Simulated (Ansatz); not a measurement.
CsH (Pm-3m, No. 221, 2 atoms in the cell; start mp-632319; a measured phase of this formula has another space group), treated with r²SCAN0 in Ansatz (plane waves, PAW).

Numerical settings: plane-wave cutoff 520 eV, 8×8×8 k mesh, Fermi–Dirac smearing 0.01 eV, scalar-relativistic PAW data made under PBE.

Cell (relaxed with PBEsol):

Space group Pm-3m (No. 221); a = b = c = 3.724 Å, α = β = γ = 90.00°

```
atom  site  symmetry       x       y       z
----  ----  --------  ------  ------  ------
Cs      1a      m-3m  0.0000  0.0000  0.0000
H       1b      m-3m  0.5000  0.5000  0.5000
```

Give the computed band gap and direct gap at Γ.


band gap: 4.60 eV (on the SCF k mesh)
direct gap at Γ: 7.60 eV

Note: cell and atoms aren't relaxed at this level (pressure 1.0 GPa).

Spin–orbit coupling is not included.

Static lattice: no zero-point or thermal effects.

The result took very roughly 2.4 core-minutes.

A start named mp-… is a Materials Project structure, which need not be a measured phase.

Ansatz is an electronic-structure program.
